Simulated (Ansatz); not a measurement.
System: CsCl-type NiTi (cubic form, which distorts at low temperature). Method: PBEsol-D3(BJ) (Ansatz, an electronic-structure program, plane waves, PAW).

Numerical settings: plane-wave cutoff 520 eV, 18×18×18 k mesh, Fermi–Dirac smearing 0.05 eV, spin-polarised start, scalar-relativistic PAW data made under PBE.

Computed at the level's own relaxed cell.

Question: What does this level give for the equilibrium volume per atom, bulk modulus B0, equilibrium lattice constant a and pressure derivative B′ of the bulk modulus?

Answer: 
* **equilibrium volume per atom**: 12.62 Å³/atom
* **bulk modulus B0**: 191 GPa
* **equilibrium lattice constant a**: 2.933 Å
* **pressure derivative B′ of the bulk modulus**: 4.3

The run finds no gap.

Note: the starting moments vanished in the run, and other orders were not tried; symmetry holds this phase in the static calculation, where it need not be a minimum; the relaxation could not lower the start's symmetry, so the cell can be a saddle point above a distorted one.

Computed values are for the static lattice.
